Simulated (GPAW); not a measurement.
Input and output of a self-consistent single point for Y2Ni2Sn (Immm, 5 atoms in the cell) (GPAW)

Computed with PBEsol, GPAW PAW datasets PBEsol (made by gpaw-setup) (plane waves; GPAW).

Input:

```python
from ase import Atoms
from ase.units import GPa
from gpaw import GPAW, PW, FermiDirac

atoms = Atoms(['Y', 'Y', 'Ni', 'Ni', 'Sn'],
              cell=[[-2.135740, 2.797835, 4.146420],
                    [2.135740, -2.797835, 4.146420],
                    [2.135740, 2.797835, -4.146420]],
              positions=[[0.000000, 2.797835, 1.685271],
                         [2.135740, -0.000000, 2.461149],
                         [-0.000000, 1.185163, 4.146420],
                         [2.135740, 1.612672, 0.000000],
                         [0.000000, 0.000000, 0.000000]],
              pbc=True)

calc = GPAW(mode=PW(850),
            xc='PBEsol',
            kpts=(5, 5, 5),
            occupations=FermiDirac(0.136),
            nbands=-13,
            convergence={'forces': 0.001},
            symmetry={'symmorphic': False, 'tolerance': 0.0005},
            maxiter=120,
            txt='-')

atoms.calc = calc

energy = atoms.get_potential_energy()
print('Energy (eV):', round(energy, 6))
forces = atoms.get_forces()
print('Forces (eV/Ang):')
print(forces.round(5))
stress = atoms.get_stress()
print('Stress (GPa, Voigt):', (stress / GPa).round(4))
```

Output, abridged:

```
Input parameters:
  convergence: {forces: 0.001}
  kpts: [5 5 5]
  maxiter: 120
  mode: {ecut: 850.0,
         name: pw}
  nbands: -13
  occupations: {fixmagmom: False,
                name: fermi-dirac,
                width: 0.136}
  symmetry: {symmorphic: False,
             tolerance: 0.0005}
  xc: PBEsol

species:
  Y:
    name: Yttrium
    Z: 39.0
    valence: 11
    core: 28
    charge: 0.0
    file: Y.PBEsol.gz

    # Using partial waves for Y as LCAO basis

  Ni:
    name: Nickel
    Z: 28.0
    valence: 16
    core: 12
    charge: 0.0
    file: Ni.PBEsol.gz

    # Using partial waves for Ni as LCAO basis

  Sn:
    name: Tin
    Z: 50.0
    valence: 14
    core: 36
    charge: 0.0
    file: Sn.PBEsol.gz

    # Using partial waves for Sn as LCAO basis

Reference energy: -434675.958451  # eV

Spin-paired calculation

Convergence criteria:
 Maximum [total energy] change in last 3 cyles: 0.0005 eV / valence electron
 Maximum integral of absolute [dens]ity change: 0.0001 electrons / valence electron
 Maximum integral of absolute [eigenst]ate change: 4e-08 eV^2 / valence electron
 Maximum change in the atomic [forces] across last 2 cycles: 0.001 eV/Ang OR
Maximum error relative to the maximum force is below inf
 Maximum number of scf [iter]ations: 120

Symmetries present (total): 8
Symmetries with fractional translations: 0
125 k-points: 5 x 5 x 5 Monkhorst-Pack grid
27 k-points in the irreducible part of the Brillouin zone
       k-points in crystal coordinates                weights
   0:     0.00000000    0.00000000    0.00000000          1/125
   1:     0.20000000   -0.20000000   -0.20000000          2/125
   2:     0.20000000   -0.20000000    0.00000000          4/125
   [... 7 lines left out ...]
          ...
  26:     0.40000000    0.40000000    0.40000000          8/125

Wave functions: Plane wave expansion
  Cutoff energy: 850.000 eV
  Number of coefficients (min, max): 5537, 5602
  Pulay-stress correction: 0.000000 eV/Ang^3 (de/decut=0.000000)

Occupation numbers: Fermi-Dirac:
  width: 0.1360  # eV

Eigensolver

Densities:
  Coarse grid: 40*40*40 grid
  Fine grid: 80*80*80 grid
  Total Charge: 0.000000

Density mixing:
  Method: separate
  Backend: pulay
  Linear mixing parameter: 0.05
  old densities: 5
  Damping of long wavelength oscillations: 50

Hamiltonian:
  XC and Coulomb potentials evaluated on a 80*80*80 grid
  External potential:
    NoExternalPotential

XC parameters: PBEsol with 2 nearest neighbor stencil

Number of atoms: 5
Number of atomic orbitals: 59
Number of bands in calculation: 47
Number of valence electrons: 68
Bands to converge: occupied

Density initialized from atomic densities
  47 bands from LCAO basis set

Atomic positions and initial magnetic moments

Positions:
   0 Y      0.000000    2.797835    1.685271    ( 0.0000,  0.0000,  0.0000)
   1 Y      2.135740   -0.000000    2.461149    ( 0.0000,  0.0000,  0.0000)
   2 Ni    -0.000000    1.185163    4.146420    ( 0.0000,  0.0000,  0.0000)
   3 Ni     2.135740    1.612672    0.000000    ( 0.0000,  0.0000,  0.0000)
   4 Sn     0.000000    0.000000    0.000000    ( 0.0000,  0.0000,  0.0000)

Unit cell:
           periodic     x           y           z      points  spacing
  1. axis:    yes   -2.135740    2.797835    4.146420    40     0.1160
  2. axis:    yes    2.135740   -2.797835    4.146420    40     0.0949
  3. axis:    yes    2.135740    2.797835   -4.146420    40     0.0849

  Lengths:   5.438940   5.438940   5.438940
  Angles:  133.757803 118.084191  80.654939

Effective grid spacing dv^(1/3) = 0.1157

     iter     time        total  log10-change:
                         energy   eigst   dens  force
iter:   1 --:--:--   -36.911939
iter:   2 --:--:--   -34.961496   -0.50  -1.45
iter:   3 --:--:--   -33.968160   -0.88  -1.52
iter:   4 --:--:--   -36.018436   -1.03  -1.61
iter:   5 --:--:--   -34.014051   -1.09  -1.53
iter:   6 --:--:--   -37.240761   -0.89  -1.82
   [... 3 lines left out ...]
iter:  10 --:--:--   -33.910820   -3.11  -1.87
iter:  11 --:--:--   -33.784383   -2.07  -1.84
iter:  12 --:--:--   -33.726392   -2.76  -2.07
iter:  13 --:--:--   -33.685174   -3.20  -2.11
iter:  14 --:--:--   -33.690308   -3.30  -2.33
iter:  15 --:--:--   -33.713162c  -2.55  -2.41
iter:  16 --:--:--   -33.683690c  -3.09  -2.27
iter:  17 --:--:--   -33.683630c  -4.49  -2.78
iter:  18 --:--:--   -33.681562c  -4.24  -2.81
iter:  19 --:--:--   -33.681626c  -4.97  -3.17
iter:  20 --:--:--   -33.681742c  -5.86  -3.40
iter:  21 --:--:--   -33.681905c  -6.12  -3.47
iter:  22 --:--:--   -33.682004c  -5.26  -3.55
iter:  23 --:--:--   -33.681942c  -6.48  -4.03c
iter:  24 --:--:--   -33.681937c  -7.33  -4.14c
iter:  25 --:--:--   -33.681893c  -6.78  -4.19c
iter:  26 --:--:--   -33.681871c  -7.95c -4.61c
iter:  27 --:--:--   -33.681873c  -9.06c -4.80c -3.36c

Converged after 27 iterations.

Dipole moment: (-0.000000, -0.000000, 0.000000) |e|*Ang

Energy contributions relative to reference atoms: (reference = -434675.958451)

Kinetic:        +14.207040
Potential:       -8.448293
External:        +0.000000
XC:             -39.116145
Entropy (-ST):   -0.223608
Local:           -0.212671
SIC:             +0.000000
--------------------------
Free energy:    -33.793677
Extrapolated:   -33.681873

Showing only first 2 kpts
 Kpt  Band  Eigenvalues  Occupancy
  0    32      7.33787    1.99790
  0    33      8.04364    1.68269
  0    34      8.40825    0.53291
  0    35      8.49228    0.32752

  1    32      7.51813    1.99212
  1    33      7.63749    1.98114
  1    34      8.57543    0.19209
  1    35      8.71291    0.07445

Fermi level: 8.27052

No gap
No difference between direct/indirect transitions
Energy (eV): -33.681873

Forces in eV/Ang:
  0 Y     0.00000    0.00000    0.00314
  1 Y     0.00000    0.00000   -0.00314
  2 Ni    0.00000    0.04393    0.00000
  3 Ni    0.00000   -0.04393    0.00000
  4 Sn    0.00000    0.00000    0.00000

Stress tensor:
     0.022793     0.000000    -0.000000
     0.000000     0.014562     0.000000
    -0.000000     0.000000     0.012522
Stress (GPa, Voigt): [ 3.6518  2.333   2.0063  0.     -0.      0.    ]
```

The run converged in 27 iterations. GPAW prints stress with tension positive.

The starting cell comes from a database of computed structures (which also holds hypothetical and non-ambient phases and stackings), without a prior relaxation at this level. Spin polarisation is off.

Cost on one core of a shared machine: roughly 4 min.
